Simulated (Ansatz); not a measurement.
For SiTe₂ (model structure, started from the rutile type, P4₂/mnm, No. 136, 6 atoms in the cell), PBEsol in Ansatz (plane waves, PAW) gives:

```
Item                                  Result
------------------------------  ------------
equilibrium lattice constant a       6.401 Å
c axis length                        3.984 Å
cohesive energy                 3.31 eV/atom
```

**Question.** What does r²SCAN+rVV10 (plane waves, PAW; Ansatz, a program for electronic structure) give for the same quantities?

**Answer.** 
- lattice constant a: 6.445 Å (rises by 0.7 %)
- lattice parameter c: 4.007 Å (goes up by 0.6 %)
- cohesive energy: 3.02 eV/atom (drops by 0.29 eV/atom)

Changes are worked out from the printed values.

Unless a cell is named, each level is at its own relaxed cell (PBEsol 27.20, r²SCAN+rVV10 27.74 Å³/atom).

Levels without +SOC leave out spin–orbit coupling, which shifts energies and cells of such heavy elements.

Ansatz's density-functional and Hartree–Fock values are scalar-relativistic unless marked +SOC, with PAW data made under PBE.

A model structure was made by putting elements into a prototype or built by hand; it is no filed structure, need not be a known phase, and can be a saddle point held by its symmetry.
